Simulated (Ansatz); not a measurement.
The boundary is one mirror-built cell; no search for the lowest one was made.

System: Σ5 (310) symmetric tilt boundary in bcc Nb, with one Cl atom a cell (17.3 Å²) in the boundary; relaxed on a coarser mesh with the in-plane cell held.

Given:

```xyz
39
Lattice="3.3112 0.0000 0.0000 1.6556 5.2355 0.0000 0.0000 0.0000 40.6613" Properties=species:S:1:pos:R:3 pbc="T T T"
Nb    -0.0026    -0.0228     0.9441
Nb     3.3096     3.1001     2.2036
Nb     1.6544     1.0161     3.1025
Nb     1.6549     4.2429     4.1849
Nb     3.3114     2.1126     5.1949
Nb     1.6567    -0.0020     6.2664
Nb     1.6567     3.1393     7.3141
Nb     3.3124     1.0451     8.3619
Nb     3.3124     4.1864     9.4096
Nb     1.6567     2.0922    10.4573
Nb     0.0011    -0.0020    11.5051
Nb     3.3124     3.1393    12.5528
Nb     1.6567     1.0451    13.6005
Nb     1.6567     4.1864    14.6483
Nb     3.3124     2.0922    15.6960
Nb     1.6589    -0.0348    16.7430
Nb     1.6596     3.0990    17.7754
Nb     3.3161     1.1058    18.7965
Nb     3.3166     4.1462    19.8407
Nb     1.6612     2.2034    21.2749
Nb     3.3165     4.1457    22.7108
Nb     3.3160     1.1052    23.7538
Nb     1.6600     3.0991    24.7748
Nb     1.6596    -0.0340    25.8059
Nb     3.3133     2.0941    26.8526
Nb     1.6577     4.1883    27.9004
Nb     1.6577     1.0470    28.9482
Nb     3.3133     3.1412    29.9960
Nb     0.0021    -0.0001    31.0438
Nb     1.6577     2.0941    32.0916
Nb     3.3133     4.1883    33.1393
Nb     3.3133     1.0470    34.1871
Nb     1.6577     3.1412    35.2349
Nb     1.6577    -0.0001    36.2827
Nb     3.3115     2.1135    37.3544
Nb     1.6550     4.2440    38.3643
Nb     1.6543     1.0171    39.4470
Nb     3.3094     3.1012    40.3454
Cl     0.0050     0.2683    21.2755
```

The resistance of the junction is A R = A (h/e²)[1/T − 1/(2N₁) − 1/(2N₂)] a spin, with T the transmission and N₁, N₂ the leads' channels in a cell of area A; the spins conduct in parallel.

Values are means of three energies within 0.05 eV of the Fermi level, on a potential converged at a Fermi-Dirac width of 0.05 eV. Resistances leave out the leads' Sharvin resistance. Spin-orbit coupling is left out.

### Question
Predict the specific resistance of the junction and the share of channels that pass from PBE (Ansatz, a first-principles code).

### Answer
AR = 1.00 × 10⁻¹⁵ Ω m²; 34 % of the channels of the narrower lead pass.
